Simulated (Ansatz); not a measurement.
Functionals compared on a constructed model of the (111) surface of fcc Ir, a pseudomorphic layer of Mo in the host's stacking (bottom of the slab: a bare face, its two planes held), in Ansatz (plane waves, PAW). The structure was relaxed with PBE; the other rows are single points on it. Cutoff 420 eV (500 eV for r2SCAN).

Slab: 7 atoms, 13.8 Å thick at the start with caps and adatoms (thin: gaps and levels are the slab's own); k 16x16x1, smearing 0.1 eV, dipole-corrected; 2 atoms held, the rest relaxed; held to the start's symmetry, so lower structures may exist; no spin, no spin-orbit, no U. In PBE it lies 0.08 eV a 1x1 cell over the lowest computed structure of the same composition (a pseudomorphic layer of Mo in the other hollow). These notes are the PBE run's.

```
functional  work function of the top face (eV)  rough cost of the single point
----------  ----------------------------------  ------------------------------
PBE                                       5.12                               –
RPBE                                (withheld)  around 28 core-seconds (rough)
r2SCAN                                    5.22         roughly 50 core-seconds
```

Problem. Some entries are withheld; supply them.

Solution. 
- RPBE, work function of the top face (eV): 4.97

Ansatz is a quantum-chemistry and plane-wave program.
